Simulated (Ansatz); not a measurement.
The starting structures come from a database of crystals and need not be the phases stable at ambient conditions.

By PBEsol, the system below comes out a metal.

A figure of merit of an interconnect metal is its ballistic conductance per area.

Given:

```
Ta2N
1.0
    4.93918     0.00000     0.00000
    0.00000     9.17393     0.00000
    0.00000     4.58696     2.64828
Ta N
6 3
Direct
  0.24638   0.33363   0.33274
  0.75362   0.66637   0.66726
  0.24638   0.66637   0.33363
  0.75362   0.33363   0.66637
  0.24638   0.00000   0.33363
  0.75362   0.00000   0.66637
  0.50000   0.33333   0.00000
  0.50000   0.66667   0.00000
  0.00000   0.00000   0.00000
```

Space group of this cell: P-31m. The cell is taken as given; by PBEsol its mean pressure is -5.3 GPa.

The current flows along the normal of the first two printed cell vectors, the (110) plane of the conventional cell. No spin-orbit coupling; the value is a mean over 0.1 eV about the Fermi level.

**Question.** Estimate the ballistic conductance per area that PBEsol (Ansatz, an electronic-structure program) returns for this system.

**Answer.** 0.37 × 10¹⁵ S/m² for both spins.
